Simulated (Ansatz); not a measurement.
# A computed series for ZrO2: pressure series

Base system: ZrO₂ in the fluorite structure (space group Fm-3m, No. 225; a = 5.1159 Å).

Cell and atoms are relaxed at each pressure.

All numbers come from Ansatz (a quantum-chemistry and plane-wave program), PBE, PAW, cutoff 420 eV, no SOC, earlier PAW set.

| variant | density | band gap |
|---|---|---|
| base | 6.11 g/cm³ | 3.32 eV |
| pressure −2 GPa | 6.06 g/cm³ | 3.30 eV |
| pressure −1 GPa | 6.09 g/cm³ | 3.31 eV |
| pressure 0.9 GPa | 6.14 g/cm³ | 3.33 eV |
| pressure 2.1 GPa | 6.17 g/cm³ | 3.34 eV |
| pressure 4.5 GPa | 6.23 g/cm³ | 3.37 eV |
| pressure 9 GPa | 6.33 g/cm³ | 3.42 eV |
| pressure 15 GPa | 6.47 g/cm³ | 3.48 eV |
| pressure 22.5 GPa | 6.63 g/cm³ | 3.54 eV |
| pressure 30 GPa | 6.77 g/cm³ | 3.60 eV |

Load acts through the strain it causes; cell and atoms are relaxed under it. Whether these cells are dynamically stable was not tested. No other phases were tried under pressure. This is not the structure that ZrO2 has at room temperature and ambient pressure.
